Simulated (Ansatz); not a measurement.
Base system: Ca (space group I4/mmm, No. 139; a = 4.419 Å, c = 4.140 Å; a cell from a computed database, its experimental status unchecked).

Method: Ansatz (a first-principles code) PBEsol, no spin-orbit coupling.

One change was made to it. Results:

```
quantity                             base       after
-----------------------------  ----------  ----------
density                        1.65 g/cm³  2.32 g/cm³
shortest interatomic distance     3.748 Å     3.341 Å
band gap                             zero        zero
```

Task: Which change produced these results?
A) pressure 5 GPa
B) pressure 0.7 GPa
C) pressure 10 GPa

Result: C, pressure 10 GPa. For comparison, the density in the other runs: pressure 5 GPa gives 2.04 g/cm³; pressure 0.7 GPa gives 1.71 g/cm³.

Load acts through the strain it causes; cell and atoms are relaxed under it. Whether these cells are dynamically stable was not tested. No other phases were tried under pressure. Along this pressure series the structure jumps between pressure 0.7 GPa and pressure 1.5 GPa; cells beyond that are another form of it. This is not the structure that Ca has at room temperature and ambient pressure.
